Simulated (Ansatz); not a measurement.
We consider AlN (Fm-3m, No. 225, 2 atoms in the cell; start mp-1330; high-pressure phase), described by r²SCAN+rVV10 (plane waves, PAW; Ansatz, a program for electronic structure).

Numerical settings: plane-wave cutoff 560 eV, 14×14×14 k mesh, Fermi–Dirac smearing 0.01 eV, scalar-relativistic PAW data made under PBE.

Cell (relaxed at this level):

```xyz
2
Lattice="0.0000 2.0166 2.0166 2.0166 0.0000 2.0166 2.0166 2.0166 0.0000" Properties=species:S:1:pos:R:3 pbc="T T T"
Al     2.0166     2.0166     2.0166
N      0.0000     0.0000     0.0000
```

Q: Predict the band gap.

A: 
band gap: 5.54 eV (on the SCF k mesh)

Note: the relaxation could not lower the start's symmetry, so the cell can be a saddle point above a distorted one.

Computed values are for the static lattice.

A start named mp-… is a Materials Project structure, which need not be a measured phase.
